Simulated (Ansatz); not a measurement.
The starting structures come from a database of crystals and need not be the phases stable at ambient conditions.

 Where the default PAW files enter, the runs use the earlier of Ansatz's two default sets.

Crystal: SrGaGeH (P3m1, not sure to be the ambient phase, 4 atoms a cell, 19.2 Å³ an atom); planes in its conventional cell.

Calculation: PBEsol (plane waves, PAW; Ansatz, a program for electronic structure).

No gap correction and no spin-orbit coupling; mid-gap values are interpolated between computed energies.

| plane | area of the cell (Å²) | mid-gap κ (1/Å) | largest κ in the gap (1/Å) |
|---|---|---|---|
| (001) | 15.4 | 0.06 | 0.06 |
| (100) | 21.0 | ? | ? |
| (110) | 36.4 | ? | ? |

### Question
The slowest decay depends on the direction. Supply the withheld values.

### Answer

- (100), mid-gap κ (1/Å): 0.03
- (100), largest κ in the gap (1/Å): 0.03
- (110), mid-gap κ (1/Å): 0.03
- (110), largest κ in the gap (1/Å): 0.03
